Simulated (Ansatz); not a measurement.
ZnS (P3m1, No. 156, 36 atoms in the cell; start mp-556989; a measured phase of this formula has another space group) was calculated with r²SCAN+rVV10 (plane waves, PAW; Ansatz, a program for electronic structure).

Settings: plane-wave cutoff 560 eV, 12×12×1 k mesh (along the axes of the cell as run), Fermi–Dirac smearing 0.01 eV, scalar-relativistic PAW data made under PBE.

Cell (relaxed at this level):

```xyz
36
Lattice="3.7944 0.0000 0.0000 -1.8972 3.2860 0.0000 0.0000 0.0000 55.8644" Properties=species:S:1:pos:R:3 pbc="T T T"
Zn     0.0000     0.0000     9.3115
Zn     0.0000     0.0000    31.0347
Zn     1.8972     1.0953    15.5130
Zn     1.8972     1.0953    40.3486
Zn     0.0000     0.0000    43.4542
Zn     0.0000     0.0000    24.8247
Zn     0.0000     0.0000    37.2444
Zn     0.0000     2.1907     3.1100
Zn     0.0000     2.1907    34.1387
Zn     1.8972     1.0953     6.2107
Zn     0.0000     2.1907    12.4123
Zn     1.8972     1.0953    52.7684
Zn     0.0000     2.1907    21.7189
Zn     0.0000     0.0000    18.6135
Zn     0.0000     2.1907    46.5584
Zn     0.0000     0.0000     0.0103
Zn     1.8972     1.0953    27.9290
Zn     0.0000     0.0000    49.6641
S      0.0000     2.1907    24.0477
S      0.0000     0.0000     2.3343
S      0.0000     0.0000    33.3583
S      1.8972     1.0953     8.5356
S      1.8972     1.0953    42.6773
S      0.0000     2.1907     5.4349
S      1.8972     1.0953    55.0972
S      0.0000     0.0000    39.5681
S      0.0000     0.0000    45.7779
S      0.0000     0.0000    20.9381
S      1.8972     1.0953    17.8379
S      0.0000     2.1907    36.4674
S      0.0000     0.0000    51.9878
S      0.0000     0.0000    27.1485
S      0.0000     2.1907    14.7372
S      1.8972     1.0953    30.2577
S      0.0000     0.0000    11.6364
S      0.0000     2.1907    48.8872
```

Give the computed band gap.


band gap: 2.73 eV (on the SCF k mesh)

Note: the relaxation could not lower the start's symmetry, so the cell can be a saddle point above a distorted one.

Computed values are for the static lattice.

Cost on a shared machine: roughly 40 core-minutes.

A start named mp-… is a Materials Project structure, which need not be a measured phase.
